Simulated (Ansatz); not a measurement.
The parent structure is Ge in the diamond structure (space group Fd-3m, No. 227; a = 5.676 Å).

Perturbation: an isotropic linear strain of −4.81 %; the atoms relax in the strained cell.

Levels (all Ansatz, a first-principles code, PAW, earlier PAW set): PBEsol (420 eV, scalar-relativistic without spin-orbit coupling); r2SCAN (500 eV, no spin-orbit coupling); HSE06 (420 eV, spin-orbit coupling left out); PBEsol+SOC (420 eV, with spin-orbit coupling); HSE06+SOC (420 eV, with spin-orbit coupling).

One geometry, relaxed with PBEsol, under each level:

Notes on the quantities. hole mass: degenerate bands, along [100].

The valence-band top lists the three highest levels at Γ (Kramers pairs under SOC), from the VBM.

```json
[
 {"level": "PBEsol", "band gap": "0.26 eV", "lowest conduction level above the VBM at special points": "X 0.45 eV; L 0.57 eV; K 0.95 eV; U 0.95 eV", "valence-band top at Γ": "0.00, 0.00, 0.00 eV", "electron mass": "0.93 mₑ along k, 0.17 mₑ across (off the special points)", "hole mass": "0.058, 0.19, 0.19 mₑ (at Γ)", "pressure": "14.14 GPa"},
 {"level": "r2SCAN", "band gap": "0.57 eV", "lowest conduction level above the VBM at special points": "X 0.78 eV; L 0.96 eV; K 1.29 eV; U 1.29 eV", "valence-band top at Γ": "–", "electron mass": "0.91 mₑ along k, 0.17 mₑ across (off the special points)", "hole mass": "0.073, 0.18, 0.18 mₑ (at Γ)", "pressure": "14.78 GPa"},
 {"level": "HSE06", "band gap": "0.84 eV", "lowest conduction level above the VBM at special points": "X 1.05 eV; L 1.33 eV; K 1.58 eV; Γ 2.34 eV", "valence-band top at Γ": "–", "electron mass": "–", "hole mass": "–", "pressure": "–"},
 {"level": "PBEsol+SOC", "band gap": "0.15 eV", "lowest conduction level above the VBM at special points": "X 0.34 eV; L 0.47 eV; K 0.84 eV; U 0.84 eV", "valence-band top at Γ": "0.00, 0.00, -0.32 eV", "electron mass": "0.93 mₑ along k, 0.17 mₑ across (off the special points)", "hole mass": "0.069, 0.17 mₑ (at Γ)", "pressure": "14.11 GPa"},
 {"level": "HSE06+SOC", "band gap": "…", "lowest conduction level above the VBM at special points": "…", "valence-band top at Γ": "…", "electron mass": "–", "hole mass": "–", "pressure": "–"}
]
```

**Question.** Give the withheld HSE06+SOC results.

**Answer.** 
- HSE06+SOC, band gap: 0.73 eV
- HSE06+SOC, lowest conduction level above the VBM at special points: X 0.93 eV; L 1.22 eV; K 1.47 eV; Γ 2.23 eV
- HSE06+SOC, valence-band top at Γ: 0.00, 0.00, -0.34 eV

Single points use the geometry relaxed with PBEsol. Their cutoffs differ, which shifts pressures a little. HSE06 was sampled on its mesh, a few special points and the semilocal edge points, so its gap is an upper bound. Differences between runs with and without spin-orbit coupling are approximate. Effective masses come from finite differences of ±0.01 Å⁻¹. Along k means along the line from Γ to the band edge. No phonon test of stability was made. The zero or small gap of Ge can change with the level of theory.
